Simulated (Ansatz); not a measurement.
Functionals compared on a constructed model of the (110) surface of bcc Ta, a pseudomorphic layer of Ru in the host's stacking (bottom of the slab: a bare face, its two planes held), in Ansatz (plane waves, PAW). The structure was relaxed with PBE; the other rows are single points on it. Cutoff 420 eV (500 eV for r2SCAN).

Set-up: 7 atoms, 14.6 Å thick at the start; mesh 14x14x1; 0.1 eV smearing; dipole correction on; 2 atoms held, the rest relaxed; symmetry of the start imposed; no spin, no spin-orbit, no U. It is one candidate, not shown to be the stable structure of the face. These notes are the PBE run's.

```csv
functional,work function of the top face (eV),rough cost of the single point
PBE,4.31,–
RPBE,4.14,around 70 core-seconds (rough)
r2SCAN,4.26,roughly 2.2 core-minutes
```

Ansatz is a program for electronic structure.
